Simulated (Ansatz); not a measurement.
The reference is W2C (space group Pnnm, No. 58; a = 4.677 Å, b = 5.240 Å, c = 3.008 Å; a cell from a computed database, its experimental status unchecked). Axes: x, y, z lie along a, b, c of the conventional cell.

Modification: biaxial strain +4.46 %, plane normal [001], relaxed out of plane (Cartesian); in-plane vectors clamped, the third vector and the atoms free.

Levels (all Ansatz, a quantum-chemistry and plane-wave program, PAW): PBEsol (420 eV, no spin-orbit coupling); PBEsol+SOC (420 eV, noncollinear with spin-orbit coupling).

The geometry is relaxed with PBEsol.

| Quantity | Value |
|---|---|
| PBEsol pressure | -12.6 GPa |

With PBEsol+SOC at the same geometry, the pressure drops by 0.2 GPa to -12.8 GPa.

Single points use the geometry relaxed with PBEsol. The spin-orbit shifts are approximate. No phonon test of stability was made. The runs without spin-orbit coupling are not spin-polarised.
